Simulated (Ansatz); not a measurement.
System: cubic perovskite KMgF3. Method: r²SCAN-D4 (PAW; Ansatz, a first-principles code).

Settings: plane-wave cutoff 500 eV, 8×8×8 k mesh, gaussian smearing 0.02 eV, scalar-relativistic PAW data made under PBE.

Cell (relaxed at this level):

```yaml
crystal:
  lattice:
    - [3.97333, 0.00000, 0.00000]
    - [0.00000, 3.97333, 0.00000]
    - [0.00000, 0.00000, 3.97333]
  atoms:
    - { symbol: K, position: [0.00000, 0.00000, 0.00000] }
    - { symbol: Mg, position: [0.50000, 0.50000, 0.50000] }
    - { symbol: F, position: [0.50000, 0.00000, 0.50000] }
    - { symbol: F, position: [0.00000, 0.50000, 0.50000] }
    - { symbol: F, position: [0.50000, 0.50000, 0.00000] }
```

### Question
Estimate the band gap that the calculation returns.

### Answer

- band gap: 8.34 eV (on the SCF k mesh)

Measured, for comparison: band gap 12.4 eV (temperature not stated, not corrected to a static lattice; as tabulated in Sahnoun et al. (2004), doi:10.1016/j.matchemphys.2004.11.019). Computed (rounded) less measured: band gap -4.06 eV.

The computed numbers hold no vibrational or temperature effects.
